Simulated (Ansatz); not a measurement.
## What pressure −2 GPa does to hypothetical Fm-3m MoTe2

The reference is MoTe2 (space group Fm-3m, No. 225; a = 6.561 Å; a hypothetical phase, not in the database extracts checked).

Modification: hydrostatic tension (pressure −2 GPa).

The values are results of PBEsol, PAW, 420 eV (Ansatz, a first-principles code; no SOC), not measurements. Γ-centred 12×12×12 mesh, Fermi–Dirac width 0.05 eV.

The volume per atom goes up by 0.493 Å³ to 24.03 Å³ and the density falls by 0.17 g/cm³ (8.26 g/cm³ → 8.09 g/cm³). The lattice parameter a grows by 0.045 Å to 6.606 Å and the shortest interatomic distance goes up by 0.020 Å to 2.861 Å. The enthalpy H = E + PV relative to the base's energy is -0.30 eV/atom and the band gap is still zero.

Load acts through the strain it causes; cell and atoms are relaxed under it. No phonon test of stability was made. All final runs are without spin polarisation. MoTe2 has a high density of states at the Fermi level and may be magnetic at this level.
